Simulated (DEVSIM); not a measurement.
Device: Cr/La2O3/SiO2/n-Si capacitor, at 300 K.

Layer 1 from the left is La2O3, thickness (nm) 23.0. Layer 2 from the left is SiO2, thickness (nm) 0.800. Layer 3 from the left is Si, thickness (nm) 810, Nd (cm⁻³) 5e17.

Metal gate on the left, work function 4.5 eV. Fixed charge at the semiconductor interface 7.5e10 cm⁻² (in units of +e); no interface traps.

Constants are typed, rounded textbook-type inputs, not results; the design itself was drawn at random and stands for no fabricated device. Values at 300 K.

La2O3: gap (eV) 5.8, affinity (eV) 1.8, permittivity 27. SiO2: gap (eV) 9, affinity (eV) 0.9, permittivity 3.9. Si: gap (eV) 1.124, affinity (eV) 4.05, permittivity 11.7, Nc (cm⁻³) 2.86e19, Nv (cm⁻³) 3.1e19.

DEVSIM, 1D Poisson equation in equilibrium, Boltzmann statistics, complete ionisation; no quantum confinement or tunnelling. Metal contacts follow the ideal Schottky-Mott rule: no Fermi-level pinning, no interface dipoles.

Question: What does the simulation give for the threshold voltage (band bending 2φF)?

Answer: threshold voltage (band bending 2φF) -1.05 V.
